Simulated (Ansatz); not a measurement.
Here is the system:

```xyz
4
Lattice="3.7991 0.0000 0.0000 1.8996 3.2902 0.0000 0.0000 0.0000 6.3492" Properties=species:S:1:pos:R:3 pbc="T T T"
Zn     1.8996     1.0967     0.0124
Zn     3.7991     2.1934     3.1869
S      1.8996     1.0967     2.3686
S      3.7991     2.1934     5.5432
```

No spin polarisation.

All numbers come from Ansatz (a first-principles code), PBE, PAW, cutoff 420 eV, no spin-orbit coupling. k-mesh 10×10×5 (Γ-centred); smearing 0.05 eV (Fermi–Dirac).

Task: Estimate the band gap.

Result: 2.09 eV.

Task: What gap character does the calculation give?

Result: Direct at Γ.

Task: Predict the pressure (mean of the normal stresses, compression positive).

Result: 1.20 GPa.

Task: Predict the electron mass.

Result: 0.15 mₑ out of plane, 0.19 mₑ in plane (at Γ).

The cells carry an imposed strain or load. Masses are band curvatures over ±0.01 Å⁻¹ around the edge. No phonon test of stability was made. The cell was made from ZnS in the wurtzite structure (space group P6_3mc, No. 186) by this change: biaxial strain −1.20 %, plane normal [001], relaxed out of plane.
